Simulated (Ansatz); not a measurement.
Consider a periodic stack without vacuum, beta Ga2O3 (1 0 0) on zinc-blende BAs (1 1 1) (film strained to the substrate, started from cuts of the bulks and a machine-learned relaxation; slabs As35B35 and Ga32O48, which can lie off the formulas): substrate slab As35B35, film Ga32O48, surface cells [[1, -2], [3, 1]] and [[2, 0], [-1, 2]], film strained by -4.5 and +1.3 %, outermost planes B/As and GaO/GaO as cut, which need not be the usual terminations and can put a slab off its formula. Its start:

```
CELL_PARAMETERS angstrom
      5.89040     0.00000     0.01281
     -2.94520    11.90287    -0.00291
     -0.43417     3.12519    27.88741
ATOMIC_POSITIONS crystal
  As 0.52537 0.19138 0.05834
  As 0.09842 0.33195 0.06550
  As 0.67011 0.47381 0.06654
  As 0.23880 0.61542 0.06932
  As 0.81188 0.76156 0.06940
  As 0.38559 0.90462 0.06665
  As 0.95597 0.04691 0.06560
  As 0.71134 0.87839 0.16753
  As 0.28223 0.02405 0.16467
  As 0.84648 0.16338 0.16447
  As 0.42130 0.30272 0.16463
  As 0.99546 0.44678 0.16750
  As 0.56891 0.58898 0.16826
  As 0.14234 0.73572 0.16831
  As 0.89656 0.56471 0.26757
  As 0.46812 0.70766 0.26760
  As 0.03859 0.85210 0.26678
  As 0.60628 0.99404 0.26626
  As 0.17502 0.13671 0.26576
  As 0.74859 0.27904 0.26626
  As 0.32284 0.42078 0.26680
  As 0.07527 0.25260 0.36603
  As 0.64870 0.39563 0.36649
  As 0.22125 0.53816 0.36683
  As 0.79298 0.68171 0.36690
  As 0.36330 0.82475 0.36651
  As 0.93334 0.96768 0.36605
  As 0.50355 0.11016 0.36583
  As 0.25861 0.94065 0.46774
  As 0.82895 0.08308 0.46729
  As 0.40217 0.22662 0.46593
  As 0.97454 0.36888 0.46765
  As 0.54666 0.51183 0.46819
  As 0.11901 0.65480 0.46729
  As 0.68932 0.79833 0.46724
  B  0.62991 0.04997 0.03169
  B  0.18753 0.19604 0.04020
  B  0.77847 0.34688 0.03155
  B  0.33870 0.47802 0.05084
  B  0.90624 0.62227 0.05099
  B  0.47743 0.76445 0.05100
  B  0.05418 0.90865 0.05090
  B  0.80772 0.73992 0.14537
  B  0.38121 0.88633 0.14219
  B  0.94726 0.02797 0.14079
  B  0.52286 0.17127 0.13490
  B  0.08864 0.31129 0.14070
  B  0.66410 0.45218 0.14209
  B  0.23617 0.59691 0.14532
  B  0.99139 0.42807 0.24223
  B  0.56411 0.57048 0.24296
  B  0.13636 0.71486 0.24301
  B  0.70622 0.85763 0.24224
  B  0.27731 0.00220 0.24014
  B  0.84210 0.14345 0.24011
  B  0.41849 0.28477 0.24011
  B  0.17225 0.11683 0.34068
  B  0.74385 0.25944 0.34114
  B  0.31697 0.40182 0.34156
  B  0.88961 0.54515 0.34217
  B  0.46094 0.68790 0.34222
  B  0.03183 0.83130 0.34153
  B  0.60165 0.97407 0.34113
  B  0.35733 0.80512 0.44191
  B  0.92832 0.94793 0.44155
  B  0.49801 0.08947 0.44126
  B  0.06838 0.23251 0.44151
  B  0.64401 0.37654 0.44186
  B  0.21560 0.51802 0.44221
  B  0.78650 0.66145 0.44230
  Ga 0.63984 0.96899 0.92807
  Ga 0.89640 0.48223 0.92778
  Ga 0.14487 0.97313 0.92287
  Ga 0.39808 0.48091 0.92268
  Ga 0.86200 0.93707 0.61796
  Ga 0.11155 0.43629 0.61751
  Ga 0.36204 0.93699 0.61783
  Ga 0.61171 0.43636 0.61742
  Ga 0.77098 0.72166 0.94362
  Ga 0.06967 0.21723 0.96067
  Ga 0.27098 0.72210 0.94361
  Ga 0.51296 0.22085 0.94850
  Ga 0.73779 0.19191 0.59642
  Ga 0.98789 0.69162 0.59829
  Ga 0.23800 0.19192 0.59645
  Ga 0.48787 0.69138 0.59829
  O  0.46636 0.61130 0.95274
  O  0.64532 0.05142 0.98156
  O  0.96839 0.61568 0.95542
  O  0.22934 0.10216 0.95351
  O  0.04336 0.30355 0.58671
  O  0.29310 0.80293 0.58827
  O  0.54328 0.30358 0.58668
  O  0.79326 0.80319 0.58829
  O  0.57122 0.82113 0.95612
  O  0.80526 0.37174 0.98139
  O  0.07455 0.82717 0.95343
  O  0.34581 0.33637 0.95392
  O  0.93423 0.08535 0.58659
  O  0.18451 0.58582 0.58761
  O  0.43413 0.08535 0.58659
  O  0.68461 0.58600 0.58756
  O  0.60952 0.92721 0.65875
  O  0.85891 0.42589 0.65819
  O  0.10976 0.92713 0.65870
  O  0.35903 0.42594 0.65813
  O  0.88977 0.98842 0.88620
  O  0.13709 0.48349 0.88586
  O  0.40726 0.98645 0.88499
  O  0.65635 0.48568 0.88487
  Ga 0.98084 0.16401 0.70497
  Ga 0.23047 0.66295 0.70706
  Ga 0.48099 0.16436 0.70486
  Ga 0.73045 0.66284 0.70714
  Ga 0.52999 0.75033 0.83475
  Ga 0.79446 0.24880 0.84155
  Ga 0.02994 0.75024 0.83453
  Ga 0.28109 0.24888 0.84331
  Ga 0.60188 0.90340 0.72910
  Ga 0.85024 0.40004 0.72885
  Ga 0.10194 0.90347 0.72909
  Ga 0.35006 0.40010 0.72875
  Ga 0.91085 0.01318 0.81398
  Ga 0.15671 0.50792 0.81369
  Ga 0.41409 0.01450 0.81376
  Ga 0.65923 0.50753 0.81370
  O  0.79815 0.79494 0.73664
  O  0.04801 0.29405 0.73518
  O  0.29817 0.79503 0.73662
  O  0.54729 0.29421 0.73517
  O  0.71827 0.12108 0.80950
  O  0.96143 0.61616 0.80718
  O  0.21432 0.11974 0.81196
  O  0.46023 0.61447 0.80874
  O  0.90990 0.01748 0.73772
  O  0.15804 0.51358 0.73811
  O  0.40927 0.01794 0.73786
  O  0.65670 0.51344 0.73829
  O  0.60445 0.90027 0.80549
  O  0.85351 0.39387 0.80714
  O  0.10470 0.90085 0.80606
  O  0.35101 0.39383 0.80859
  O  0.77891 0.74244 0.87508
  O  0.03050 0.23817 0.88466
  O  0.27741 0.74091 0.87507
  O  0.54006 0.23940 0.88102
  O  0.73296 0.17299 0.66517
  O  0.98224 0.67181 0.66721
  O  0.23263 0.17294 0.66519
  O  0.48257 0.67193 0.66720
```

The start was prepared with a machine-learned potential, and the result is one local minimum, with the in-plane cell held and forces under 0.04 eV/Å; the film can end far from its bulk form.

All values below come from PBE (plane waves to 420 eV, PAW; Ansatz, an electronic-structure program). Spin–orbit coupling is left out; the runs are not spin-polarised; PBE gaps are too small against experiment. Its k-point mesh 4×2×1, Fermi–Dirac width 0.05 eV.

Predict the relaxed interface.

The interface area comes out as 70.1 Å², the period comes out as 27.13 Å and the heights between the nearest atoms of the two slabs at the two interfaces comes out as 2.69 and 1.37 Å. The B–O contacts across the interfaces within 1.22 times the sum of covalent radii is 3, mean 1.50 Å, the As–Ga contacts across the interfaces within 1.22 times the sum of covalent radii is 2, mean 2.74 Å and the B–Ga contacts across the interfaces within 1.22 times the sum of covalent radii is 2, mean 2.12 Å. The two interfaces is unlike, so that offsets are their mean.
